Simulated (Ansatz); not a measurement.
Base system: CdSe in the zinc blende structure (space group F-43m, No. 216).

```yaml
crystal:
  lattice:
    - [0.00000, 3.06658, 3.06658]
    - [3.06658, 0.00000, 3.06658]
    - [3.06658, 3.06658, 0.00000]
  atoms:
    - { symbol: Cd, position: [0.00000, 0.00000, 0.00000] }
    - { symbol: Se, position: [0.25000, 0.25000, 0.25000] }
```

Cartesian axes are those of the cell as printed.

Method: r2SCAN (Ansatz, a first-principles code, PAW, scalar-relativistic without spin-orbit coupling).

Strains are applied to the cell and any free atomic positions relax; under biaxial strain the out-of-plane vector relaxes too.

One change was made to it. Results:

The band gap falls by 0.06 eV, from 1.04 eV to 0.98 eV; the shortest interatomic distance falls by 0.027 bohr to 4.992 bohr; the electron mass changes from 0.093 mₑ (at Γ) to 0.100 mₑ out of plane, 0.091 mₑ in plane (at Γ).

Problem. What was done to the base?
A) biaxial strain −1.00 %, plane normal [001], relaxed out of plane
B) biaxial strain −3.00 %, plane normal [001], relaxed out of plane
C) biaxial strain −0.50 %, plane normal [001], relaxed out of plane

Solution. B, biaxial strain −3.00 %, plane normal [001], relaxed out of plane. For comparison, the band gap in the other runs: biaxial strain −1.00 %, plane normal [001], relaxed out of plane gives 1.02 eV; biaxial strain −0.50 %, plane normal [001], relaxed out of plane gives 1.03 eV.

Effective masses come from finite differences of ±0.01 Å⁻¹. Stability against distortions was not tested.
